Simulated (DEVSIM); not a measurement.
System: abrupt InP n-p junction, at 350 K.

| layer (left to right) | material | thickness (μm) | Nd (cm⁻³) | Na (cm⁻³) | τn (s) | τp (s) |
|---|---|---|---|---|---|---|
| 1 | InP | 0.130 | 2.2e17 | - | 5.8e-8 | 5.8e-8 |
| 2 | InP | 0.470 | - | 2.5e14 | 5.8e-8 | 5.8e-8 |

Left contact: ohmic. Right contact: ohmic. Voltage is applied to the left contact. Recombination: SRH at mid-gap, Auger. Mobility is μmin + (μ − μmin)/(1 + (N/Nref)^α).

The device is made up for the run: typed textbook-type constants, with dimensions and the other settings drawn at random. Values at 300 K; Nc and Nv go as T^1.5, mobilities as T to minus their exponent, the gap by Varshni's rule with the affinity fixed.

| parameter | InP |
|---|---|
| gap (eV) | 1.344 |
| affinity (eV) | 4.38 |
| permittivity | 12.5 |
| Nc (cm⁻³) | 5.7e17 |
| Nv (cm⁻³) | 1.1e19 |
| μn (cm²/Vs) | 5200 |
| μp (cm²/Vs) | 170 |
| μn,min | 400 |
| μp,min | 10 |
| Nref,n | 3e17 |
| Nref,p | 4.9e17 |
| αn | 0.47 |
| αp | 0.62 |
| T exponent of μn | 2 |
| T exponent of μp | 2 |
| Cn (cm⁶/s) | 9e-31 |
| Cp (cm⁶/s) | 9e-31 |
| Varshni α (eV/K) | 0.000363 |
| Varshni β (K) | 162 |

DEVSIM, 1D drift-diffusion, Boltzmann statistics, complete ionisation; no tunnelling, impact ionisation, image-force lowering or self-heating.

The thickness of layer 2 was swept, all else fixed.

```tsv
thickness of layer 2 (μm)	dark forward voltage at 100 A/cm² (V)	dark forward voltage at 1 A/cm² (V)	largest field in the device at zero bias (V/cm)
0.094	0.646	0.494	87000
0.16	0.665	0.511	57000
0.28	0.690	0.530	39000
0.47	0.721	0.551	31000
0.8	0.764	0.579	29000
1.4	0.806	0.621	28000
2.3	0.836	0.655	27000
```

From the first row to the last the dark forward voltage at 100 A/cm² goes from 0.646 to 0.836. From the first row to the last the dark forward voltage at 1 A/cm² goes from 0.494 to 0.655.
